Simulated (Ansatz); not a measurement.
Start from MoS2 in the 2H-MoS2 type structure (space group P6_3/mmc, No. 194; a = 3.109 Å, c = 11.709 Å; layered, stacked along the Cartesian z axis).

Levels (all Ansatz, a quantum-chemistry and plane-wave program, PAW): PBEsol-D3(BJ) (420 eV, no spin-orbit coupling); r2SCAN (500 eV, no SOC).

Its gap is 0.52 eV with PBEsol-D3(BJ) and 0.68 eV with r2SCAN.

Perturbation: a free-standing slab of 3 layers (9 atoms, 3 a layer) is cut normal to the stacking axis, with 15 Å of vacuum and the in-plane cell relaxed.

With PBEsol-D3(BJ) the gap becomes 0.79 eV.

Task: If the r2SCAN correction stayed the same, what would the r2SCAN gap be, and what does the r2SCAN run give?

Result: A rigid correction of +0.16 eV gives 0.95 eV. The r2SCAN run gives 0.95 eV, so the two effects roughly add.

Single points use the geometry relaxed with PBEsol-D3(BJ). Stability against distortions was not tested.
